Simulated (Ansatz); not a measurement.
Consider PbS in the zinc blende structure (space group F-43m, No. 216; a = 6.543 Å; a hypothetical phase, not in the database extracts checked). Axes: x, y, z lie along the cube axes.

It is then changed as follows: a pure shear with ε_yz = ε_zy = 0.0037; the atoms relax in the strained cell.

Levels (all Ansatz, an electronic-structure program, PAW): PBEsol (420 eV, without spin-orbit coupling); HSE06+SOC (420 eV, noncollinear with spin-orbit coupling).

The geometry is relaxed with PBEsol.

| Item | Result |
|---|---|
| PBEsol lowest conduction level above the VBM at special points | T 0.63 eV; X 0.63 eV; Y₀ 1.70 eV; Γ 2.38 eV |

Question: Predict the lowest conduction level above the VBM at special points from HSE06+SOC.

Answer: The lowest conduction level above the VBM at special points changes from T 0.63 eV; X 0.63 eV; Y₀ 1.70 eV; Γ 2.38 eV to T 1.09 eV; X 1.09 eV; Y₀ 1.95 eV; Γ 1.75 eV.

Single points use the geometry relaxed with PBEsol. HSE06 was sampled on its mesh, a few special points and the semilocal edge points, so its gap is an upper bound. Differences between runs with and without spin-orbit coupling are approximate. The levels and masses belong to the bands next to the band gap. Whether these cells are dynamically stable was not tested. k-point labels follow each cell's own Brillouin zone.
